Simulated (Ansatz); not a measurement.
System: CdS (model structure, started from the h-BN type, P6₃/mmc, No. 194, 4 atoms in the cell). Method: r²SCAN+rVV10 in Ansatz (plane waves, PAW).

Settings: plane-wave cutoff 560 eV, 12×12×4 k mesh (along the axes of the cell as run), Fermi–Dirac smearing 0.01 eV, scalar-relativistic PAW data made under PBE.

Cell (relaxed at this level):

Space group P6₃/mmc (No. 194); a = b = 4.395 Å, c = 5.701 Å, α = β = 90.00°, γ = 120.00°

```
atom  site  symmetry       x       y       z
----  ----  --------  ------  ------  ------
Cd      2c      -6m2  0.3333  0.6667  0.2500
S       2d      -6m2  0.6667  0.3333  0.2500
```

Question: Give the computed band gap and smallest direct gap on the k points sampled.

Answer: 
band gap: 1.44 eV
smallest direct gap on the k points sampled: 1.72 eV

Note: the relaxation could raise the start's symmetry but not lower it, so the cell can be a saddle point.

Spin–orbit coupling is not included.

Computed values are for the static lattice.

A model structure was made by putting elements into a prototype or built by hand; it is no filed structure, need not be a known phase, and can be a saddle point held by its symmetry.

Ansatz is a program for electronic structure.
